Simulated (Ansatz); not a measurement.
Pb under a change: isotropic strain −1.50 %

The reference is Pb in the fcc (Cu type) structure (space group Fm-3m, No. 225; a = 4.934 Å; relaxed with 0.1 eV smearing).

Perturbation: every lattice vector is shortened by 1.50 %; the atoms relax in the strained cell.

Calculations: PBEsol/PAW in Ansatz (a program for electronic structure), no spin-orbit coupling. Γ-centred 23×23×23 mesh, Fermi–Dirac width 0.1 eV.

The space group stays Fm-3m (No. 225) and the shortest interatomic distance shrinks by 0.052 Å, from 3.489 Å to 3.437 Å. The energy goes up by 9.5 meV/atom and the band gap stays zero.

Whether these cells are dynamically stable was not tested.
